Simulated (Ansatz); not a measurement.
Na2MoO4 (within 0.1 Å of Fddd, No. 70, 14 atoms in the cell; start mp-22730; a measured phase of this formula has another space group) was calculated with PBEsol in Ansatz (plane waves, PAW).

Numerical settings: plane-wave cutoff 500 eV, 8×8×8 k mesh, gaussian smearing 0.02 eV, no spin polarisation, scalar-relativistic PAW data made under PBE.

Cell (relaxed at this level):

MoNa$_{2}$O$_{4}$ is taken in the orthorhombic space group Fddd, origin choice 1 (No. 70), Pearson symbol oF56. Lattice parameters: a = 6.408 Å, b = 10.379 Å, c = 12.687 Å, α = 90.00°, β = 90.00°, γ = 90.00°. Na on 16f sees 2 O at 2.297 Å and 4 O at 2.538–2.641 Å. Mo on 8b is surrounded by 4 O at 1.770 Å (tetrahedral). O on 32h is surrounded by 1 Mo at 1.770 Å and 1 Na at 2.297 Å and 2 Na at 2.538–2.641 Å. (Neighbours: up to the widest gap in distance over summed covalent radii, below 1.35, at either atom; cation-cation and far metal-metal contacts left out.)
(The calculation used a cell of 14 atoms; values per cell refer to that cell.)

Task: Predict the band gap.

Result: 
- band gap = 4.13 eV (on the SCF k mesh)

Spin–orbit coupling is not included.

Static lattice: no zero-point or thermal effects.

The result took about 13 core-minutes (a rough figure).

A start named mp-… is a Materials Project structure, which need not be a measured phase.

Ansatz is a program for electronic structure.
